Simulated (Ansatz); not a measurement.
Start from SiO₂ in the rutile structure (space group P4_2/mnm, No. 136; a = 4.195 Å, c = 2.678 Å). Axes: x, y, z lie along a, b, c of the conventional cell.

Method: Kohn–Sham DFT with the PBEsol functional, run in Ansatz (a program for electronic structure) with PAW and 420 eV plane waves, without spin-orbit coupling.

Strains are applied to the cell and any free atomic positions relax; under biaxial strain the out-of-plane vector relaxes too.

One change was made to it. Results:

```tsv
quantity	base	after
width of the top valence band	2.67 eV	2.62 eV
pressure (mean of the normal stresses, compression positive)	0.00 GPa	-3.80 GPa
shortest interatomic distance	3.336 bohr	3.332 bohr
electron mass	0.37 mₑ along c, 0.47 mₑ across (at Γ)	0.37 mₑ out of plane, 0.46 mₑ in plane (at Γ)
```

Problem. What was done to the base?
A) biaxial strain +0.60 %, plane normal [001], relaxed out of plane
B) biaxial strain +1.20 %, plane normal [001], relaxed out of plane
C) biaxial strain +3.00 %, plane normal [001], relaxed out of plane
D) biaxial strain +1.80 %, plane normal [001], relaxed out of plane

Solution. B, biaxial strain +1.20 %, plane normal [001], relaxed out of plane. For comparison, the pressure in the other runs: biaxial strain +0.60 %, plane normal [001], relaxed out of plane gives -1.99 GPa; biaxial strain +3.00 %, plane normal [001], relaxed out of plane gives -8.27 GPa; biaxial strain +1.80 %, plane normal [001], relaxed out of plane gives -5.46 GPa.

The levels and masses belong to the bands next to the band gap. Masses are band curvatures over ±0.01 Å⁻¹ around the edge. Whether these cells are dynamically stable was not tested.
